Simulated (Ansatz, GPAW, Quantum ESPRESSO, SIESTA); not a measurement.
# Code comparison for CoSi (P2_13, 8 atoms in the cell)

Self-consistent single point.

```
CoSi
1.0
    4.44098     0.00000     0.00000
    0.00000     4.44098     0.00000
    0.00000     0.00000     4.44098
Co Si
4 4
Direct
  0.85410   0.64590   0.35410
  0.64590   0.35410   0.85410
  0.35410   0.85410   0.64590
  0.14590   0.14590   0.14590
  0.15654   0.34346   0.65654
  0.34346   0.65654   0.15654
  0.65654   0.15654   0.34346
  0.84346   0.84346   0.84346
```

Shared settings, as Ansatz (a quantum-chemistry and plane-wave program) writes them: kpoints.mp_grid.grid = 9 9 9; scf.occupations.method = gaussian; scf.occupations.width = 0.0073 Ry. Potentials and cutoffs stand in the table.

```json
[
 {"code": "Quantum ESPRESSO", "model": "LDA (PZ), PSlibrary PAW (LDA) pseudopotentials", "pressure (GPa)": "-13.84", "largest force (eV/Å)": "0.121", "cutoff": "55 Ry"},
 {"code": "GPAW", "model": "LDA (Perdew-Wang 92), GPAW PAW datasets LDA (gpaw-data 1.0.1)", "pressure (GPa)": "-12.58", "largest force (eV/Å)": "0.114", "cutoff": "850 eV"},
 {"code": "Ansatz", "model": "LDA (PW92), default PAW files made with PBE", "pressure (GPa)": "-14.20", "largest force (eV/Å)": "0.132", "cutoff": "30.9 Ry"},
 {"code": "SIESTA", "model": "LDA PW92, numerical atomic orbitals DZP, PseudoDojo LDA standard norm-conserving potentials (rewritten from UPF to PSML)", "pressure (GPa)": "-15.46", "largest force (eV/Å)": "0.110", "cutoff": "grid 350 Ry"}
]
```

Size of the force on each atom (eV/Å): Sizes of forces hide their directions.

```
code                Co1    Co2    Co3    Co4    Si5    Si6    Si7    Si8
----------------  -----  -----  -----  -----  -----  -----  -----  -----
Quantum ESPRESSO  0.121  0.121  0.121  0.121  0.106  0.106  0.106  0.106
GPAW              0.114  0.114  0.114  0.114  0.108  0.108  0.108  0.108
Ansatz            0.132  0.132  0.132  0.132  0.113  0.113  0.113  0.113
SIESTA            0.110  0.110  0.110  0.110  0.099  0.099  0.099  0.099
```

On Ansatz's run: spin polarisation is off.

The spread over the programs that give each value: pressure within 2.88 GPa; largest force within 0.022 eV/Å.

SIESTA uses small atom-centred bases, whose incompleteness enters pressures, forces and empty levels differently from a plane-wave cutoff. Ansatz's pressure is given at a fixed set of plane waves, as the other plane-wave codes print theirs; with its correction for the finite basis it is -14.05 GPa. The same LDA comes in different parametrisations, which differ slightly. In the pressure, GPAW (by 1.26) and SIESTA (by 1.62) lie more than 1 GPa from the median of the plane-wave programs.

The starting cell comes from a database of computed structures (which also holds hypothetical and non-ambient phases and stackings), without a prior relaxation at this level. Its lattice was rescaled by a random factor within 2.5 % of one.

Keys are those of Ansatz 0.2.
